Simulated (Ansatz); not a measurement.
Base system: InAs in the zinc blende structure (space group F-43m, No. 216; a = 6.109 Å).

The values are results of Kohn–Sham DFT with the r2SCAN functional, run in Ansatz (an electronic-structure program) with PAW and 500 eV plane waves, spin-orbit coupling left out, not measurements.

Before the change:

The band gap is 0.08 eV and the pressure is 0.0 GPa.

The change: every lattice vector is stretched by 4.47 %; the atoms relax in the strained cell.

### Question
How does this affect the energy relative to the base?

### Answer
The energy rises by 78 meV/atom.

### Question
What does the calculation give for the band gap after the change?

### Answer
The band gap becomes zero (base: 0.08 eV).

### Question
What happens to the pressure?

### Answer
The pressure goes from zero to -5.5 GPa.

Stability against distortions was not tested. The final runs are not spin-polarised. The zero or small gap of InAs can change with the level of theory.
